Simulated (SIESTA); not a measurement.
A self-consistent single point of Pb (Fm-3m, 1 atom in the cell) with SIESTA.

Level of theory: GGA PBE, numerical atomic orbitals DZP, PseudoDojo PBE standard norm-conserving potentials (rewritten from UPF to PSML) (SIESTA).

The change in words: lattice scaled by 0.98. Reference geometry:
```xyz
1
Lattice="0.0000 2.4750 2.4750 2.4750 0.0000 2.4750 2.4750 2.4750 0.0000" Properties=species:S:1:pos:R:3 pbc="T T T"
Pb     0.0000     0.0000     0.0000
```

Reference input (self-consistent single point, DFT, GGA PBE, numerical atomic orbitals DZP, PseudoDojo PBE standard norm-conserving potentials (rewritten from UPF to PSML)): XC.functional = GGA; XC.authors = PBE; potentials = PseudoDojo PBE standard; PAO.BasisSize = DZP; PAO.EnergyShift = 0.01 Ry; MeshCutoff = 400 Ry; kgrid.MonkhorstPack = 9 9 9; OccupationFunction = FD; ElectronicTemperature = 100 meV; MaxSCFIterations = 150; SCF.Mixer.Method = Pulay; SCF.Mixer.Weight = 0.2. This run's input differs from it in these lines:

```diff
@@ -9,7 +9,7 @@
 %endblock ChemicalSpeciesLabel
-LatticeConstant              3.500179 Ang
+LatticeConstant              3.430175 Ang
 %block LatticeVectors
-     0.000000000    0.707106694    0.707106694
-     0.707106694    0.000000000    0.707106694
-     0.707106694    0.707106694    0.000000000
+     0.000000000    0.707106780    0.707106780
+     0.707106780    0.000000000    0.707106780
+     0.707106780    0.707106780    0.000000000
 %endblock LatticeVectors
```

Log, with long lists cut:

```
        iscf     Eharris(eV)        E_KS(eV)     FreeEng(eV)     dDmax    Ef(eV) dHmax(eV)
   scf:    1    -1900.691236    -1900.607691    -1900.619248  0.587565 -3.006307  2.530376
   scf:    2    -1900.744500    -1900.677815    -1900.689320  0.051979 -3.065673  1.813489
   scf:    3    -1900.800408    -1900.748708    -1900.760157  0.105421 -3.211845  0.033918
   scf:    4    -1900.748362    -1900.748570    -1900.760025  0.005640 -3.225223  0.082427
   scf:    5    -1900.748822    -1900.748716    -1900.760172  0.004104 -3.220444  0.000598
   scf:    6    -1900.748716    -1900.748716    -1900.760172  0.000023 -3.220472  0.000116
   scf:    7    -1900.748716    -1900.748716    -1900.760172  0.000005 -3.220479  0.000003
SCF Convergence by DM+H criterion
max |DM_out - DM_in|         :     0.0000054949
max |H_out - H_in|      (eV) :     0.0000029683
SCF cycle converged after 7 iterations

Using DM_out to compute the final energy and forces

siesta: E_KS(eV) =            -1900.7487

siesta: E_KS - E_eggbox =     -1900.7487

siesta: Atomic forces (eV/Ang):
     1    0.000000    0.000000    0.000000
   Tot    0.000000    0.000000    0.000000
   Max    0.000000
   Res    0.000000    sqrt( Sum f_i^2 / 3N )
   Max    0.000000    constrained

Stress tensor Voigt[x,y,z,yz,xz,xy] (kbar):      -80.64      -80.64      -80.64       -0.06       -0.06       -0.06
(Free)E + p*V (eV/cell)    -1899.3238
Target enthalpy (eV/cell)    -1900.7602

siesta: Program's energy decomposition (eV):
siesta: FreeEng =     -1900.760172

siesta: Stress tensor (static) (eV/Ang**3):
   [... lines left out ...]
siesta: Cell volume =         28.538677 Ang**3
siesta:          80.63787495         80.63787495  kBar
   [... lines left out ...]
               5dxy    5dyz    5dz2    5dxz    5dx2-y2 6dxy    6dyz    6dz2
               6dxz    6dx2-y2
   1 14.000   1.529   0.136   0.578   0.578   0.578   0.093   0.093   0.093
              1.980   1.980   1.994   1.980   1.994   0.084   0.084   0.072

              0.084   0.072

mulliken: Qtot =       14.000

Mulliken Atomic Populations:
Atom #   charge [q] valence [e]  Species
     1     0.000000   14.000000  Pb
 Total     0.000000
```

The run converged in 7 iterations. Against the reference run the free energy rises by 63.4 meV/atom and the pressure goes from 3.65 to 8.06 GPa.

The starting cell has typed, rounded lattice constants, without a prior relaxation at this level. For this run, on top of that: lattice scaled by 0.98. Values carry the incompleteness of an atom-centred basis. With a pressure of about 8 GPa the cell is away from its equilibrium volume at this level.
